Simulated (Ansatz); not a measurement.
System: Te2Au (C2/m, No. 12). Method: BLYP in Ansatz (plane waves, PAW).

Run with plane-wave cutoff 520 eV, 14×14×12 k mesh (along the axes of the cell as run), Fermi–Dirac smearing 0.05 eV, scalar-relativistic PAW data made under PBE.

A third-order Birch–Murnaghan fit to the energies gives V0 = 31.442 Å³/atom, B0 = 18.0 GPa, B′ = 11.0.

```
V (Å³/atom)  P (GPa)
-----------  -------
30.157         0.929
30.785             …
31.413         0.009
32.041             …
32.670             …
```

### Question
Estimate the withheld pressures from this fit; the answers are the runs' own values.

### Answer

- 30.785, P (GPa): 0.441
- 32.041, P (GPa): -0.309
- 32.670, P (GPa): -0.548

The formula P = (3/2) B0 (x^(7/3) − x^(5/3)) [1 + (3/4)(B′ − 4)(x^(2/3) − 1)] with x = V0/V meets the computed pressures within 0.02 GPa when these rounded values are put in.

Shape and atoms are relaxed at each volume.

Note: the cell is over a tenth larger than the published one: the level's own overestimate first of all, though another phase or state, or a fault of the published cell, is possible; the bulk modulus comes from volumes at which shape and atoms were relaxed.

Spin–orbit coupling is not included; it can open a gap where bands touch, and shift volumes and moduli.

It cost very roughly 80 core-minutes of CPU time.

Ansatz is a quantum-chemistry and plane-wave program.
